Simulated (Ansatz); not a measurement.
**Hypothetical P6_3/mmc AlRu2C, response to strain**

Consider AlRu2C (space group P6_3/mmc, No. 194; a = 2.9034 Å, c = 13.3670 Å; a hypothetical phase, not in the database extracts checked). Axes: x lies along a and z along c of the hexagonal cell.

Strains are applied to the cell and any free atomic positions relax; under biaxial strain the out-of-plane vector relaxes too.

The values are results of PBE (Ansatz, an electronic-structure program; PAW; 420 eV plane waves; without spin-orbit coupling), not measurements.

Notes on the quantities. pressure: mean of the normal stresses, compression positive; energy relative to the base: free energy F.

```csv
variant,pressure,shortest interatomic distance,energy relative to the base
base,0.0 GPa,2.104 Å,0 meV/atom
"biaxial strain +3.39 %, plane normal [001], relaxed out of plane",-1.8 GPa,2.088 Å,–
uniaxial strain ε_yy = +0.42 %,-0.8 GPa,2.099 Å,+0.2 meV/atom
uniaxial strain ε_zz = −2.16 %,6.1 GPa,2.089 Å,+7.7 meV/atom
tensor shear ε_yz = −1.09 %,0.1 GPa,2.093 Å,+1.1 meV/atom
```

Without a gap, meshes like the base's 18×18×4 leave anisotropic stresses uncertain by several tenths of a GPa, and small strain energies with them. Whether these cells are dynamically stable was not tested. The final runs are not spin-polarised. AlRu2C has a high density of states at the Fermi level and may be magnetic at this level.
